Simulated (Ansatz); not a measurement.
NiSi$_{2}$ (space group Fm-3m, No. 225; non-magnetic)

```yaml
crystal:
  lattice:
    - [0.00000, 2.69349, 2.69349]
    - [2.69349, 0.00000, 2.69349]
    - [2.69349, 2.69349, 0.00000]
  atoms:
    - { symbol: Ni, position: [0.00000, 0.00000, 0.00000] }
    - { symbol: Si, position: [0.25000, 0.25000, 0.25000] }
    - { symbol: Si, position: [0.75000, 0.75000, 0.75000] }
```

The values are results of r2SCAN, PAW, 500 eV (Ansatz, a quantum-chemistry and plane-wave program; no spin-orbit coupling), not measurements. k-mesh 15×15×15 (Γ-centred); smearing 0.05 eV (Fermi–Dirac).

```json
{
 "volume_per_atom": "13.03 Å³",
 "density": "4.88 g/cm³",
 "band_gap": "zero",
 "total_energy": "-2374.826 eV/atom (σ→0; compares only within this code and set-up)"
}
```

No phonon test of stability was made. Seeded moments were not kept for the base. All final runs are without spin polarisation.
